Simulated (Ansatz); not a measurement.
Take GaN in the zinc blende structure (space group F-43m, No. 216; a = 4.4554 Å) as the base. Axes: x, y, z lie along the cube axes.

Method: Ansatz (an electronic-structure program) LDA, without spin-orbit coupling.

Strains are applied to the cell and any free atomic positions relax; under biaxial strain the out-of-plane vector relaxes too.

One change was made to it. Results:

| quantity | base | after |
|---|---|---|
| gap character | direct at Γ | direct at Γ |
| band gap | 1.96 eV | 2.03 eV |
| pressure (mean of the normal stresses, compression positive) | 0.00 GPa | 6.10 GPa |

### Question
Which of these changes matches the shifts?
A) biaxial strain +0.50 %, plane normal [001], relaxed out of plane
B) biaxial strain −2.50 %, plane normal [001], relaxed out of plane
C) biaxial strain −1.00 %, plane normal [001], relaxed out of plane
D) biaxial strain −3.00 %, plane normal [001], relaxed out of plane
E) biaxial strain +1.50 %, plane normal [001], relaxed out of plane

### Answer
D, biaxial strain −3.00 %, plane normal [001], relaxed out of plane. For comparison, the pressure in the other runs: biaxial strain +1.50 %, plane normal [001], relaxed out of plane gives -2.60 GPa; biaxial strain −2.50 %, plane normal [001], relaxed out of plane gives 4.99 GPa; biaxial strain +0.50 %, plane normal [001], relaxed out of plane gives -0.90 GPa; biaxial strain −1.00 %, plane normal [001], relaxed out of plane gives 1.89 GPa.

Stability against distortions was not tested. This is not the structure that GaN has at room temperature and ambient pressure. k-point labels follow each cell's own Brillouin zone.
